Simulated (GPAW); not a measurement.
Band structure of PbO2 (P4_2/mnm, 6 atoms in the cell).

```yaml
crystal:
  lattice:
    - [5.06289, 0.00000, 0.00000]
    - [0.00000, 5.06289, 0.00000]
    - [0.00000, 0.00000, 3.45536]
  atoms:
    - { symbol: Pb, position: [0.00000, 0.00000, 0.00000] }
    - { symbol: Pb, position: [0.50000, 0.50000, 0.50000] }
    - { symbol: O, position: [0.30743, 0.30743, 0.00000] }
    - { symbol: O, position: [0.69257, 0.69257, 0.00000] }
    - { symbol: O, position: [0.19257, 0.80743, 0.50000] }
    - { symbol: O, position: [0.80743, 0.19257, 0.50000] }
```

Method: PBE, GPAW PAW datasets PBE (gpaw-data 1.0.1) (plane waves; GPAW).

Settings: mode = pw; ecut = 950 eV; xc = PBE; kpts = 5 5 7; mesh shift (steps) = 0 0 0; occupations.name = methfessel-paxton; occupations.width = 0.2 eV; occupations.order = 0; nbands = -10; convergence.density = 1e-05 e/electron; convergence.energy = 1e-05 eV/electron; symmetry.symmorphic = false; symmetry.tolerance = 0.0005; maxiter = 120.

The starting cell comes from a database of computed structures (which also holds hypothetical and non-ambient phases and stackings), without a prior relaxation at this level. Its lattice was rescaled by a random factor within 2.5 % of one. Spin-orbit coupling is off. The run gives no clean gap (levels at the Fermi energy touch, overlap or are partly filled at this smearing), which alone does not show that the compound is a metal.

Levels in eV from the Fermi level, bands 23 to 30:
| point | 23 | 24 | 25 | 26 | 27 | 28 | 29 | 30 |
|---|---|---|---|---|---|---|---|---|
| Γ | -0.74 | -0.74 | -0.65 | -0.65 | -0.01 | 3.85 | 5.62 | 5.62 |
| X | -0.76 | -0.76 | -0.45 | -0.45 | 2.05 | 2.05 | 6.22 | 6.22 |
| M | -0.79 | -0.79 | -0.55 | -0.55 | 2.45 | 2.45 | 6.42 | 6.42 |
| Z | -1.12 | -1.12 | -0.83 | -0.83 | 3.35 | 3.35 | 8.54 | 8.54 |
| R | -0.80 | -0.80 | -0.35 | -0.35 | 3.64 | 3.64 | 6.95 | 6.95 |
| A | -0.72 | -0.72 | -0.57 | -0.57 | 2.48 | 2.48 | 8.06 | 8.06 |

Bands cross the Fermi level along this path, so the cell is metallic at this level.
